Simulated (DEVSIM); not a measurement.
**Si p-i-n diode**

Structure: Si p-i-n diode, at 300 K.

| layer (left to right) | material | thickness (μm) | Nd (cm⁻³) | Na (cm⁻³) | τn (s) | τp (s) |
|---|---|---|---|---|---|---|
| 1 | Si | 0.100 | - | 1.1e18 | 1.4e-6 | 1.4e-6 |
| 2 | Si | 0.220 | 7.1e13 | - | 1.4e-6 | 1.4e-6 |
| 3 | Si | 0.250 | 2.2e18 | - | 1.4e-6 | 1.4e-6 |

Left contact: ohmic. Right contact: ohmic. Voltage is applied to the left contact. Recombination: SRH at mid-gap. Gap narrowing is on: ΔEg = 6.92 meV × (l + √(l² + 0.5)), l = ln(N/1.3e17 cm⁻³), shared equally by both band edges. Mobility is μmin + (μ − μmin)/(1 + (N/Nref)^α).

The device is made up for the run: typed textbook-type constants, with dimensions and the other settings drawn at random. Values at 300 K.

```
parameter           Si
-------------  -------
gap (eV)         1.124
affinity (eV)     4.05
permittivity      11.7
Nc (cm⁻³)      2.86e19
Nv (cm⁻³)       3.1e19
μn (cm²/Vs)       1417
μp (cm²/Vs)        470
μn,min              52
μp,min              45
Nref,n          9.7e16
Nref,p          2.2e17
αn                0.68
αp                0.72
```

DEVSIM, 1D drift-diffusion, Boltzmann statistics, complete ionisation; no tunnelling, impact ionisation, image-force lowering or self-heating.

The potential step across the device at zero bias comes out as 0.936 V, the dark forward voltage at 1 A/cm² is 0.617 V and the dark forward voltage at 100 A/cm² is 0.736 V.

Dark forward current:

| V (V) | J (A/cm²) |
|---|---|
| 0.05 | 2.8e-9 |
| 0.10 | 1.1e-8 |
| 0.15 | 4.2e-8 |
| 0.25 | 9.3e-7 |
| 0.30 | 5.5e-6 |
| 0.35 | 3.5e-5 |
| 0.40 | 0.00024 |
| 0.50 | 0.011 |
| 0.55 | 0.076 |
| 0.60 | 0.53 |
| 0.65 | 3.6 |
| 0.75 | 170 |
| 0.80 | 1100 |
| 0.85 | 6500 |

Dark reverse current:

```json
[
 {"V (V)": "-0.04", "J (A/cm²)": "-1.0e-9"},
 {"V (V)": "-0.10", "J (A/cm²)": "-1.9e-9"},
 {"V (V)": "-0.20", "J (A/cm²)": "-3.1e-9"},
 {"V (V)": "-0.30", "J (A/cm²)": "-4.0e-9"},
 {"V (V)": "-0.40", "J (A/cm²)": "-4.7e-9"},
 {"V (V)": "-0.60", "J (A/cm²)": "-6.0e-9"},
 {"V (V)": "-0.80", "J (A/cm²)": "-6.9e-9"},
 {"V (V)": "-1.00", "J (A/cm²)": "-7.7e-9"},
 {"V (V)": "-1.30", "J (A/cm²)": "-8.5e-9"},
 {"V (V)": "-1.60", "J (A/cm²)": "-9.2e-9"},
 {"V (V)": "-2.00", "J (A/cm²)": "-9.9e-9"}
]
```
